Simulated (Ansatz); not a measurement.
The starting structures come from a database of crystals and need not be the phases stable at ambient conditions.

 Where the default PAW files enter, the runs use the earlier of Ansatz's two default sets.

Tunnelling through a barrier is set by its complex band structure: the current falls as exp(−2κd) with the smallest κ.

Data:

```xyz
5
Lattice="4.6737 0.0002 0.0000 0.1997 6.6769 0.0000 0.0999 3.3385 3.2692" Properties=species:S:1:pos:R:3 pbc="T T T"
Tl     4.8566     6.6540     0.0000
I      2.4017     3.2906     0.0000
O      2.5652     2.1291     1.4148
O      0.5859     3.5738     0.0000
O      2.6651     5.4676     1.8544
```

Space group of this cell: R3m. The cell was relaxed by PBE-D3(BJ); by r2SCAN its mean pressure is -4.3 GPa.

Transport runs along the normal of the first two printed cell vectors, the (110) plane of the conventional cell.

The gap is the functional's own, uncorrected, and κ follows it; spin-orbit coupling is left out. Mid-gap values are interpolated between the computed energies.

Give the band gap and the smallest decay constant κ at mid-gap that r2SCAN in Ansatz (a program for electronic structure) yields.

Gap 3.39 eV on a 10×10×10 mesh; κ = 0.345 1/Å, at (0.500, 0.000) of the in-plane reciprocal vectors. At the zone centre, at the nearest computed energy, the slowest state has κ = 0.37 1/Å.
